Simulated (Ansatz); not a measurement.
# Response to strain in hypothetical rock salt ZrSi

Consider ZrSi in the rock salt structure (space group Fm-3m, No. 225; a = 5.397 Å; a hypothetical phase, not in the database extracts checked; relaxed with 0.1 eV smearing). Axes: x, y, z lie along the cube axes.

Strains are applied to the cell and any free atomic positions relax; under biaxial strain the out-of-plane vector relaxes too.

Level of theory: PBE in Ansatz (plane waves to 420 eV, PAW, no SOC).

Notes on the quantities. energy relative to the base: free energy F; pressure: mean of the normal stresses, compression positive.

```tsv
change	energy relative to the base	space group	shortest interatomic distance	pressure
base	0 meV/atom	Fm-3m (No. 225)	2.698 Å	0.0 GPa
biaxial strain +1.78 %, plane normal [001], relaxed out of plane	+11 meV/atom	I4/mmm (No. 139)	2.685 Å	-3.1 GPa
isotropic strain +2.26 %	+30 meV/atom	Fm-3m (No. 225)	2.759 Å	-6.7 GPa
isotropic strain +2.40 %	+34 meV/atom	Fm-3m (No. 225)	2.763 Å	-7.0 GPa
uniaxial strain ε_yy = +3.96 %	+22 meV/atom	I4/mmm (No. 139)	2.698 Å	-3.7 GPa
uniaxial strain ε_zz = +0.95 %	+1.4 meV/atom	I4/mmm (No. 139)	2.698 Å	-1.0 GPa
```

Whether these cells are dynamically stable was not tested. All final runs are without spin polarisation.

Ansatz is a program for electronic structure.
